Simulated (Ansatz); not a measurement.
A 16-atom cell of (Ge,Sn) started in the diamond structure, site fractions Ge 0.625, Sn 0.375, short-range order +0.20 in the first shell of the mixed sites (0 is random, a negative value favours unlike neighbours), space group C2 at the end. The mixed sublattice has 16 sites.

The mixing enthalpy is taken against the end members in the diamond type, relaxed in the same cell and mesh.

Calculation: PBE (plane waves to 420 eV, PAW; Ansatz, a first-principles code). No spin–orbit coupling. Its k-point mesh 4×4×4, Fermi–Dirac width 0.01 eV.

```json
[
 {"cell": "Ge", "energy at zero smearing (eV)": "-68719.656"},
 {"cell": "Sn", "energy at zero smearing (eV)": "-96387.327"},
 {"cell": "Sn3Ge5", "energy at zero smearing (eV)": "-79093.779"}
]
```

Q: Work out the mixing enthalpy per mixed site and the interaction parameter Ω of a regular solution.

A: With x = 6/16 of the second end member, ΔH = [-79093.779 − 10/16 × (-68719.656) − 6/16 × (-96387.327)] / 16 = 78 meV against the separate end members. Ω = ΔH / x(1 − x) = 334 meV.
